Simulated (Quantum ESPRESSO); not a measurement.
## Habitual settings against a tight run: TiC (Fm-3m, 2 atoms in the cell)

Self-consistent single point.

```xyz
2
Lattice="0.0000 2.1415 2.1415 2.1415 0.0000 2.1415 2.1415 2.1415 0.0000" Properties=species:S:1:pos:R:3 pbc="T T T"
Ti     0.0000     0.0000     0.0000
C      2.1415     2.1415     2.1415
```

Method: PBE, GBRV 1.5 ultrasoft (PBE) pseudopotentials (plane waves; Quantum ESPRESSO).

Base settings: ecutwfc = 50 Ry; ecutrho = 400 Ry; occupations = smearing; smearing = cold; degauss = 0.019992 Ry; potentials = {Ti: ti_pbe_v1.4.uspp.F.UPF, C: c_pbe_v1.2.uspp.F.UPF}; K_POINTS = automatic 17 17 17 0 0 0; conv_thr = 1e-10 Ry; mixing_beta = 0.7.

Tight run (finer mesh or higher cutoff; not a proven limit): ecutwfc: 50 Ry → 70 Ry; ecutrho: 400 Ry → 560 Ry; conv_thr: 1e-10 Ry → 7.3e-11 Ry; K_POINTS: automatic 17 17 17 0 0 0 → automatic 23 23 23 0 0 0. It gave Fermi level (on the code's own zero) 15.30 eV; pressure 9.16 GPa.

Quick runs, as changes from the base:
- A: the base itself
- B: ecutwfc: 50 Ry → 40 Ry; ecutrho: 400 Ry → 320 Ry; degauss: 0.019992 Ry → 0.036749 Ry; conv_thr: 1e-10 Ry → 7.3e-06 Ry; pseudopotentials: {Ti: ti_pbe_v1.4.uspp.F.UPF, C: c_pbe_v1.2.uspp.F.UPF} → {Ti: ti_lda_v1.4.uspp.F.UPF, C: c_lda_v1.2.uspp.F.UPF}; K_POINTS: automatic 17 17 17 0 0 0 → automatic 6 6 6 0 0 0 [LDA (PZ)]
- C: ecutwfc: 50 Ry → 40 Ry; ecutrho: 400 Ry → 320 Ry; smearing: cold → gauss; degauss: 0.019992 Ry → 0.0147 Ry; pseudopotentials: {Ti: ti_pbe_v1.4.uspp.F.UPF, C: c_pbe_v1.2.uspp.F.UPF} → {Ti: ti_lda_v1.4.uspp.F.UPF, C: c_lda_v1.2.uspp.F.UPF}; K_POINTS: automatic 17 17 17 0 0 0 → automatic 2 2 2 1 1 1 [LDA (PZ)]
- D: ecutwfc: 50 Ry → 25 Ry; ecutrho: 400 Ry → 200 Ry; conv_thr: 1e-10 Ry → 7.3e-06 Ry; K_POINTS: automatic 17 17 17 0 0 0 → automatic 8 8 8 0 0 0
- E: ecutwfc: 50 Ry → 30 Ry; ecutrho: 400 Ry → 240 Ry; smearing: cold → mp; degauss: 0.019992 Ry → 0.0147 Ry; K_POINTS: automatic 17 17 17 0 0 0 → automatic 3 3 3 0 0 0
- F: ecutwfc: 50 Ry → 25 Ry; ecutrho: 400 Ry → 200 Ry; K_POINTS: automatic 17 17 17 0 0 0 → automatic 2 2 2 1 1 1

Energies are extrapolated to zero smearing width, which holds to low order in the width alone (under cold and Methfessel-Paxton smearing the free energy itself is taken).

Dashes: energy of B, C, another energy zero; pressure of B, D, not trusted under this conv_thr with d or f elements.

† marks runs with another functional, U, potentials or spin treatment: their distance from the tight run is not a convergence error alone.

The count of work is k-points × plane waves × bands × iterations; it is no time. 

The starting cell comes from a database of computed structures (which also holds hypothetical and non-ambient phases and stackings), without a prior relaxation at this level. Its lattice was rescaled by a random factor within 2.5 % of one. Spin polarisation is off. In the base run, with a pressure of about 9 GPa the cell is away from its equilibrium volume at this level.

| run | energy less tight (meV/atom) | pressure less tight (GPa) | count of work / tight |
|---|---|---|---|
| A | 1.9 | 0.16 | 0.27 |
| B† | – | – | 0.025 |
| C† | – | -13.03 | 0.0024 |
| D | 72.7 | – | 0.0085 |
| E | 123.2 | 0.43 | 0.0045 |
| F | -25.3 | -6.84 | 0.00095 |

Among the runs at the tight run's level, the energy misses run from 1.9 to 123.2 meV/atom.
